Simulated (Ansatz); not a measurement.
The parent structure is AlN in the wurtzite structure (space group P6_3mc, No. 186; a = 3.130 Å, c = 5.018 Å). Axes: x lies along a and z along c of the hexagonal cell.

The values are results of PBE (Ansatz, a quantum-chemistry and plane-wave program, PAW, scalar-relativistic without spin-orbit coupling), not measurements.

Strains are applied to the cell and any free atomic positions relax.

One change was made to it. Results:

The width of the top valence band grows by 0.22 eV, from 2.34 eV to 2.56 eV; the electron mass comes out as 0.30 mₑ (at Γ).

### Question
Which change produced these results?
(A) uniaxial strain ε_zz = −0.60 %
(B) uniaxial strain ε_zz = −1.20 %
(C) uniaxial strain ε_zz = −1.80 %
(D) uniaxial strain ε_zz = −3.00 %

### Answer
D, uniaxial strain ε_zz = −3.00 %. For comparison, the width of the top valence band in the other runs: uniaxial strain ε_zz = −1.20 % gives 2.42 eV; uniaxial strain ε_zz = −0.60 % gives 2.38 eV; uniaxial strain ε_zz = −1.80 % gives 2.47 eV.

The levels and masses belong to the bands next to the band gap. Masses are band curvatures over ±0.01 Å⁻¹ around the edge. Stability against distortions was not tested.
